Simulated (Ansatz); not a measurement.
# Response to strain in GaSb

Take GaSb in the zinc blende structure (space group F-43m, No. 216; a = 6.1335 Å) as the base. Axes: x, y, z lie along the cube axes.

Strains are applied to the cell and any free atomic positions relax; under biaxial strain the out-of-plane vector relaxes too.

The values are results of Ansatz (a program for electronic structure) r2SCAN, no spin-orbit coupling, earlier PAW set, not measurements.

Candidates:
(a) isotropic strain +0.85 %
(b) uniaxial strain ε_yy = −0.82 %
(c) biaxial strain −2.16 %, plane normal [001], relaxed out of plane
(d) uniaxial strain ε_zz = −1.25 %
(e) isotropic strain −1.57 %

Notes on the quantities. energy relative to the base: free energy F.

Order them by energy relative to the base, lowest first.

(b) uniaxial strain ε_yy = −0.82 % (+0.5 meV/atom), (d) uniaxial strain ε_zz = −1.25 % (+1.2 meV/atom), (a) isotropic strain +0.85 % (+3.0 meV/atom), (c) biaxial strain −2.16 %, plane normal [001], relaxed out of plane (+8.1 meV/atom), (e) isotropic strain −1.57 % (+11 meV/atom)

No phonon test of stability was made.
